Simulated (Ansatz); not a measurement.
```yaml
crystal:
  lattice:
    - [0.00000, 3.04407, 3.04407]
    - [3.04407, 0.00000, 3.04407]
    - [3.04407, 3.04407, 0.00000]
  atoms:
    - { symbol: In, position: [0.75000, 0.75000, 0.75000] }
    - { symbol: As, position: [0.00000, 0.00000, 0.00000] }
```

These are HSE06, rigid bands (plane waves, PAW, scalar-relativistic; Ansatz, a first-principles code) values and carry that method's errors. How the cell was made: cell and atoms relaxed with PBEsol.

Question: What conductivity effective mass do dilute electrons have at 300 K?

Answer: 0.031 mₑ.

Question: And the band gap?

Answer: 0.42 eV at this level.

Rigid bands, one relaxation time for all states, no polarons. Spin-orbit coupling is left out; where it splits the top of the valence band it changes the hole mass and lowers the gap by about a third of the splitting. Geometry: cell and atoms relaxed with PBEsol.
